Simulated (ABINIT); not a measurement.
**ABINIT run on Sr (Fm-3m, 1 atom in the cell): self-consistent single point**

Method of the run: PBE, PAW (JTH v2.0 PBE PAW) (plane waves; ABINIT).

Input as run:

```
# Sr, JTH v2.0 PBE PAW
pp_dirpath "./"
pseudos "Sr.GGA_PBE-JTH.xml"
acell 3*1.0 Angstrom
rprim
        -0.0000000000    3.0308800000    3.0308800000
         3.0308800000   -0.0000000000    3.0308800000
         3.0308800000    3.0308800000    0.0000000000
natom 1
ntypat 1
znucl 38
typat 1
xred    0.0000000000    0.0000000000    0.0000000000
ecut 20 Ha
pawecutdg 40 Ha
pawxcdev 0
occopt 3
tsmear 0.00367493
nband 10
kptopt 1
ngkpt 6 6 6
nshiftk 1
shiftk 0 0 0
nstep 60
tolvrs 1.0e-12
prtwf 0
prtden 0
enunit 1
```

Log, with long lists cut:

```
 Symmetries : space group Fm -3 m (#225); Bravais cF (face-center cubic)

 -outvars: echo values of preprocessed input variables --------
            acell      1.8897261329E+00  1.8897261329E+00  1.8897261329E+00 Bohr
             ecut      2.00000000E+01 Hartree
           enunit           1
              ixc     -101130
         kptrlatt        6    0    0      0    6    0      0    0    6
          kptrlen      4.85997303E+01
            natom           1
            nband          10
            ngfft          36      36      36
          ngfftdg          48      48      48
             nkpt          16
            nstep          60
             nsym          48
           ntypat           1
           occopt           3
        pawecutdg      4.00000000E+01 Hartree
         pawxcdev           0
            rprim     -0.0000000000E+00  3.0308800000E+00  3.0308800000E+00
                       3.0308800000E+00 -0.0000000000E+00  3.0308800000E+00
                       3.0308800000E+00  3.0308800000E+00  0.0000000000E+00
          spgroup         225
           tolvrs      1.00000000E-12
           tsmear      3.67493000E-03 Hartree
            typat      1
           useylm           1
            znucl       38.00000

== DATASET  1 ==================================================================

 Real(R)+Recip(G) space primitive vectors, cartesian coordinates (Bohr,Bohr^-1):
 R(1)=  0.0000000  5.7275331  5.7275331  G(1)= -0.0872976  0.0872976  0.0872976
 R(2)=  5.7275331  0.0000000  5.7275331  G(2)=  0.0872976 -0.0872976  0.0872976
 R(3)=  5.7275331  5.7275331  0.0000000  G(3)=  0.0872976  0.0872976 -0.0872976
 Unit cell volume ucvol=  3.7577928E+02 bohr^3
 Angles (23,13,12)=  6.00000000E+01  6.00000000E+01  6.00000000E+01 degrees

 Coarse grid specifications (used for wave-functions):

 getcut: wavevector=  0.0000  0.0000  0.0000  ngfft=  36  36  36
         ecut(hartree)=     20.000   => boxcut(ratio)=   2.20770

 Fine grid specifications (used for densities):

 getcut: wavevector=  0.0000  0.0000  0.0000  ngfft=  48  48  48
         ecut(hartree)=     40.000   => boxcut(ratio)=   2.08144

   2.33194383E+02                                ecore*ucvol(ha*bohr**3)

_setup2: Arith. and geom. avg. npw (full set) are    1604.949    1604.921

--- !BeginCycle
solver: {iscf: 17, nstep: 60, nline: 4, wfoptalg: 10, }
tolerances: {tolvrs: 1.00E-12, }
...

     iter   Etot(hartree)      deltaE(h)  residm     nres2
 ETOT  1  -31.025673135732    -3.103E+01 5.483E-02 4.845E-01
 ETOT  2  -31.042499222710    -1.683E-02 1.176E-03 1.591E-01
 ETOT  3  -31.042317492566     1.817E-04 7.015E-04 6.952E-02
 ETOT  4  -31.042156225178     1.613E-04 6.028E-04 7.370E-04
 ETOT  5  -31.042159680675    -3.455E-06 3.324E-04 3.711E-05
 ETOT  6  -31.042159657244     2.343E-08 4.385E-04 5.050E-07
 ETOT  7  -31.042159664848    -7.605E-09 1.790E-04 4.705E-07
 ETOT  8  -31.042159663597     1.251E-09 2.063E-04 6.158E-09
 ETOT  9  -31.042159663656    -5.912E-11 7.327E-05 1.797E-09
 ETOT 10  -31.042159663661    -5.645E-12 8.069E-05 4.398E-10
 ETOT 11  -31.042159663662    -1.137E-13 2.777E-05 9.065E-12
 ETOT 12  -31.042159663661     2.807E-13 4.218E-05 1.468E-13

 At SCF step   12       nres2   =  1.47E-13 < tolvrs=  1.00E-12 =>converged.

 Cartesian components of stress tensor (hartree/bohr^3)
  sigma(1 1)=  4.66565621E-06  sigma(3 2)=  0.00000000E+00
  sigma(2 2)=  4.66565621E-06  sigma(3 1)=  0.00000000E+00
  sigma(3 3)=  4.66565621E-06  sigma(2 1)=  0.00000000E+00

 ----iterations are completed or convergence reached----

 reduced coordinates (array xred) for    1 atoms
       0.000000000000      0.000000000000      0.000000000000
 cartesian forces (eV/Angstrom) at end:
    1     -0.00000000000000    -0.00000000000000    -0.00000000000000
 frms,max,avg= 0.0000000E+00 0.0000000E+00   0.000E+00  0.000E+00  0.000E+00 e/A
 length scales=  1.889726132886  1.889726132886  1.889726132886 bohr
              =  1.000000000000  1.000000000000  1.000000000000 angstroms
 Fermi (or HOMO) energy (eV) =   3.27931   Average Vxc (eV)=  -7.40615
 Eigenvalues (   eV  ) for nkpt=  16  k points:
 kpt#   1, nband= 10, wtk=  0.00463, kpt=  0.0000  0.0000  0.0000 (reduced coord)
 -33.32231  -15.21157  -15.21157  -15.21157   -0.33432    5.63489    5.63489    5.63489
   7.08587    7.08587
 prteigrs : prtvol=0 or 1, do not print more k-points.

--- !EnergyTerms
comment             : Components of total free energy in Hartree
kinetic             :  9.30181274006158E+00
hartree             :  7.22913993623083E+00
xc                  : -6.82446351148078E+00
Ewald energy        : -2.00123768851761E+01
psp_core            :  6.20562112195064E-01
local_psp           : -2.51975958619582E+01
spherical_terms     :  3.84286420283066E+00
internal            : -3.10400572672970E+01
'-kT*entropy'       : -2.10242032335501E-03
total_energy        : -3.10421596876204E+01
total_energy_eV     : -8.44700123103255E+02
...

-Cartesian components of stress tensor (GPa)         [Pressure= -1.3727E-01 GPa]
- sigma(1 1)=  1.37268322E-01  sigma(3 2)=  0.00000000E+00
- sigma(2 2)=  1.37268322E-01  sigma(3 1)=  0.00000000E+00
- sigma(3 3)=  1.37268322E-01  sigma(2 1)=  0.00000000E+00

 Calculation completed.
```

The run converged in 12 iterations.

The starting cell has typed, rounded lattice constants, without a prior relaxation at this level. Its lattice was rescaled by up to half a per cent.
